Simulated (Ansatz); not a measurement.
# ZnS: pressure series

Base system: ZnS in the zinc blende structure (space group F-43m, No. 216; a = 5.357 Å).

Cell and atoms are relaxed at each pressure.

Level of theory: plane-wave PAW DFT at the PBEsol level (Ansatz, a first-principles code, 420 eV), no spin-orbit coupling.

```
case               width of the top valence band  band gap  lattice parameter a
-----------------  -----------------------------  --------  -------------------
base                                     2.86 eV   2.09 eV              5.357 Å
pressure −2 GPa                          2.76 eV   1.97 eV              5.404 Å
pressure −1 GPa                          2.81 eV   2.03 eV              5.380 Å
pressure 0.9 GPa                         2.91 eV   2.13 eV                    …
pressure 2.1 GPa                         2.96 eV   2.20 eV              5.312 Å
pressure 4.5 GPa                         3.07 eV   2.31 eV              5.266 Å
pressure 9 GPa                           3.24 eV         …              5.193 Å
pressure 15 GPa                          3.45 eV   2.70 eV              5.113 Å
pressure 22.5 GPa                        3.67 eV   2.67 eV              5.032 Å
pressure 30 GPa                          3.87 eV   2.54 eV              4.963 Å
```

### Question
Complete the table.

### Answer

- pressure 0.9 GPa, lattice parameter a: 5.337 Å
- pressure 9 GPa, band gap: 2.49 eV

Load acts through the strain it causes; cell and atoms are relaxed under it. Stability against distortions was not tested. Measured, ZnS leaves this structure (for rock salt) near 14.7 GPa (temperature not stated; as listed in Datta, Sujoy, Jana, Debnarayan, arXiv (2020)), on rising pressure, with hysteresis.
